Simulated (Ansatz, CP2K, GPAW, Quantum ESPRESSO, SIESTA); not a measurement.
One structure in several programs: ScGe (Cmcm, 4 atoms in the cell)

Self-consistent single point.

```yaml
crystal:
  lattice:
    - [1.95553, -4.92658, 0.00000]
    - [1.95553, 4.92658, 0.00000]
    - [0.00000, 0.00000, 3.68209]
  atoms:
    - { symbol: Sc, position: [0.86301, 0.13699, 0.75000] }
    - { symbol: Sc, position: [0.13699, 0.86301, 0.25000] }
    - { symbol: Ge, position: [0.58951, 0.41049, 0.75000] }
    - { symbol: Ge, position: [0.41049, 0.58951, 0.25000] }
```

Shared settings, as Ansatz (an electronic-structure program) writes them: kpoints.mp_grid.grid = 7 7 7; scf.occupations.method = fermi_dirac; scf.occupations.width = 0.1 eV. Potentials and cutoffs stand in the table.

```json
[
 {"code": "Quantum ESPRESSO", "model": "LDA (PZ), GBRV 1.5 ultrasoft (LDA) pseudopotentials", "pressure (GPa)": "1.51", "largest force (eV/Å)": "0.036", "cutoff": "50 Ry"},
 {"code": "Ansatz", "model": "LDA (PW92), PAW files made with PBE", "pressure (GPa)": "1.54", "largest force (eV/Å)": "0.039", "cutoff": "default"},
 {"code": "SIESTA", "model": "LDA PW92, numerical atomic orbitals DZP, PseudoDojo LDA standard norm-conserving potentials (rewritten from UPF to PSML)", "pressure (GPa)": "1.67", "largest force (eV/Å)": "0.378", "cutoff": "grid 400 Ry"},
 {"code": "CP2K", "model": "LDA (Pade form), GPW, DZVP-MOLOPT-SR-GTH basis, GTH-PADE potentials (GTH_POTENTIALS)", "pressure (GPa)": "1.59", "largest force (eV/Å)": "0.029", "cutoff": "grid 600 Ry"},
 {"code": "GPAW", "model": "LDA (Perdew-Wang 92), GPAW PAW datasets LDA (gpaw-data 1.0.1)", "pressure (GPa)": "1.74", "largest force (eV/Å)": "0.062", "cutoff": "850 eV"}
]
```

Size of the force on each atom (eV/Å): Sizes of forces hide their directions.

| code | Sc1 | Sc2 | Ge3 | Ge4 |
|---|---|---|---|---|
| Quantum ESPRESSO | 0.036 | 0.036 | 0.023 | 0.023 |
| Ansatz | 0.039 | 0.039 | 0.015 | 0.015 |
| SIESTA | 0.012 | 0.012 | 0.378 | 0.378 |
| CP2K | 0.029 | 0.029 | 0.006 | 0.006 |
| GPAW | 0.032 | 0.032 | 0.062 | 0.062 |

The spread over the programs that give each value: pressure within 0.23 GPa; largest force within 0.349 eV/Å.

SIESTA and CP2K use small atom-centred bases, whose incompleteness enters pressures, forces and empty levels differently from a plane-wave cutoff. Ansatz's pressure is given at a fixed set of plane waves, as the other plane-wave codes print theirs. The same LDA comes in different parametrisations, which differ slightly. In the force vectors, SIESTA (by 0.355) lies more than 0.08 eV/Å from the median of the plane-wave programs.

The starting cell comes from a database of computed structures (which also holds hypothetical and non-ambient phases and stackings), without a prior relaxation at this level. Its lattice was rescaled by a random factor within 2.5 % of one.

Left out of this page: Elk (not drawn, or without a comparable value); FLEUR (with a known weakness of the program).

Keys are those of Ansatz 0.2.
